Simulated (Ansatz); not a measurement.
## GaP: response to strain

Consider GaP in the zinc blende structure (space group F-43m, No. 216; a = 5.439 Å). Axes: x, y, z lie along the cube axes.

Strains are applied to the cell and any free atomic positions relax; under biaxial strain the out-of-plane vector relaxes too; under stress the whole cell relaxes.

All numbers come from PBEsol/PAW in Ansatz (an electronic-structure program), no SOC, earlier PAW set.

Notes on the quantities. pressure: mean of the normal stresses, compression positive; energy relative to the base: free energy F.

| case | pressure | band gap | energy relative to the base | volume per atom |
|---|---|---|---|---|
| base | 0.0 kbar | 1.45 eV | 0 meV/atom | 20.11 Å³ |
| biaxial strain −1.36 %, plane normal [001], relaxed out of plane | 13.4 kbar | 1.30 eV | +3.4 meV/atom | 19.80 Å³ |
| biaxial strain +3.58 %, plane normal [001], relaxed out of plane | -29.7 kbar | 0.90 eV | +21 meV/atom | 20.87 Å³ |
| biaxial strain +4.58 %, plane normal [110], relaxed out of plane | -49.6 kbar | 0.81 eV | +46 meV/atom | 21.56 Å³ |
| biaxial strain −3.68 %, plane normal [111], relaxed out of plane | 54.7 kbar | 0.97 eV | +36 meV/atom | 19.00 Å³ |
| isotropic strain −4.47 % | (withheld) | (withheld) | (withheld) | 17.53 Å³ |
| isotropic strain +1.55 % | -35.3 kbar | 1.42 eV | +11 meV/atom | 21.06 Å³ |
| uniaxial strain ε_xx = −0.48 % | 4.1 kbar | 1.40 eV | +0.2 meV/atom | 20.02 Å³ |
| uniaxial strain ε_yy = +3.02 % | -23.8 kbar | 1.37 eV | +7.5 meV/atom | 20.72 Å³ |
| uniaxial stress, 3 GPa tension along z | – | 1.30 eV | +5.4 meV/atom | 20.35 Å³ |

Q: Complete the table.

A: 
- isotropic strain −4.47 %, pressure: 157.6 kbar
- isotropic strain −4.47 %, band gap: 1.16 eV
- isotropic strain −4.47 %, energy relative to the base: +112 meV/atom

A biaxial case was relaxed in a doubled cell and then solved in the primitive one. Beyond what the load breaks, stability against distortions was not tested.
